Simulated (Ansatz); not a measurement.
Input and output of a self-consistent single point for Tc₃Sn (Fm-3m, 4 atoms in the cell) (Ansatz, a first-principles code).

Computed with LDA (PW92), PAW files (plane waves; Ansatz).

The change in words: lattice scaled by 0.98. Reference geometry:
```
Tc3Sn
1.0
    0.00000     3.20741     3.20741
    3.20741     0.00000     3.20741
    3.20741     3.20741     0.00000
Tc Sn
3 1
Direct
  0.25000   0.25000   0.25000
  0.75000   0.75000   0.75000
  0.50000   0.50000   0.50000
  0.00000   0.00000   0.00000
```

Reference input (self-consistent single point, DFT, LDA (PW92), plane waves, PAW files): kpoints.mp_grid.grid = 9 9 9; hamiltonian.xc = lda; hamiltonian.pseudopotentials = {kind: paw} (the program's default PAW files); scf.occupations.method = gaussian; scf.occupations.width = 0.0037 Ry. This run's input differs from it in these lines:

```diff
@@ -3,5 +3,5 @@
   lattice:
-    - [0.000000, 3.207406, 3.207406]
-    - [3.207406, 0.000000, 3.207406]
-    - [3.207406, 3.207406, 0.000000]
+    - [0.000000, 3.143258, 3.143258]
+    - [3.143258, 0.000000, 3.143258]
+    - [3.143258, 3.143258, 0.000000]
   atoms:
```

Output (repeated stretches shortened):

```
SCF iter   1: F=—  HF=-21723.314033 eV  |F-HF|=—  |Δ(HF+E_count)|=         —  Δρ=6.04e-2  dr2=2.83e0  ethr=3.10e-3  ⟨swp⟩=6.0  Hψ=4419  notcnv=0
all-band conjugate gradients solve this SCF's bands
preconditioner: auto → Kerker (q_TF=auto, 2.705 Å⁻¹)
SCF iter   2: F=—  HF=-21722.760997 eV  |F-HF|=—  |Δ(HF+E_count)|=   5.53e-1  Δρ=3.46e-2  dr2=9.88e-1  ethr=3.10e-3  ⟨swp⟩=2.0  Hψ=1702  notcnv=0  defer=62
   [... lines left out ...]
SCF iter   5: F=—  HF=-21722.446269 eV  |F-HF|=—  |Δ(HF+E_count)|=   4.26e-3  Δρ=1.13e-3  dr2=1.81e-3  ethr=2.19e-5  ⟨swp⟩=2.0  Hψ=1414  notcnv=0  defer=62
SCF iter   6: F=—  HF=-21722.445598 eV  |F-HF|=—  |Δ(HF+E_count)|=   6.70e-4  Δρ=2.31e-4  dr2=5.71e-5  ethr=3.07e-6  ⟨swp⟩=2.0  Hψ=1602  notcnv=0  defer=62
SCF iter   7: F=—  HF=-21722.445579 eV  |F-HF|=—  |Δ(HF+E_count)|=   1.97e-5  Δρ=2.98e-5  dr2=8.75e-7  ethr=9.68e-8  ⟨swp⟩=2.2  Hψ=1771  notcnv=0  defer=62
SCF iter   8: F=-21722.445578 eV  HF=-21722.445578 eV  |F-HF|=1.05e-8  |Δ(HF+E_count)|=   3.28e-7  Δρ=4.07e-6  dr2=1.27e-8  ethr=1.69e-10  ⟨swp⟩=10.8  Hψ=5432  notcnv=0
SCF 1 converged in 8 iterations: F = -21722.445578 eV  dr2 = 1.27e-8
Free energy (F): -21722.445578 eV
Internal energy: -21722.438048 eV  (E = F + TS)
E sigma→0 (E₀):  -21722.441813 eV
Entropy (-TS):   -0.007530 eV (-1.883 meV/atom)
Fermi energy:    20.423712 eV
--- Forces (eV/Å), atoms counted from 1 ---
  atom   1  Tc     0.00000000     0.00000000     0.00000000
   [... zero for the other atoms too ...]
--- Stress (GPa, compression-positive) ---
       -8.241150      -0.000000       0.000000
        0.000000      -8.241150       0.000000
        0.000000      -0.000000      -8.241150
  P = ⅓ Tr σ = -8.2412 GPa (-82.412 kbar)
  The stress holds the Pulay correction. Without it, at fixed plane waves, as pw.x and ABINIT print it: P = -8.2970 GPa
```

The run converged in 8 iterations. Against the reference run the free energy goes down by 88.5 meV/atom and the pressure goes from -20.26 to -8.24 GPa.

The starting cell comes from a database of computed structures (which also holds hypothetical and non-ambient phases and stackings), without a prior relaxation at this level. Its lattice was rescaled by a random factor within 2.5 % of one. For this run, on top of that: lattice scaled by 0.98. Spin polarisation is off. With a pressure of about -8 GPa the cell is away from its equilibrium volume at this level. Ansatz's pressure includes its estimate of the finite-basis (Pulay) stress.

Keys are those of Ansatz 0.2.
